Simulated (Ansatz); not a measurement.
Consider ZnS in the zinc blende structure (space group F-43m, No. 216; a = 5.390 Å). Axes: x, y, z lie along the cube axes.

Method: r2SCAN/PAW in Ansatz (an electronic-structure program), without spin-orbit coupling, earlier PAW set.

Free-standing slabs (2 atom(s) a layer) normal to [110] with 15 Å of vacuum; in-plane cell held at bulk.

One change was made to it. Results:

```
quantity          base        after
-------------  -------  -----------
band gap       2.70 eV      3.00 eV
gap character        –  direct at Γ
```

Task: What was done to the base?
A) 1 layer
B) 6 layers
C) 4 layers
D) 2 layers
E) 5 layers

Result: C, 4 layers. For comparison, the band gap in the other runs: 2 layers gives 3.33 eV; 1 layer gives 2.87 eV; 6 layers gives 2.91 eV; 5 layers gives 2.94 eV.

Stability against distortions was not tested. k-point labels follow each cell's own Brillouin zone.
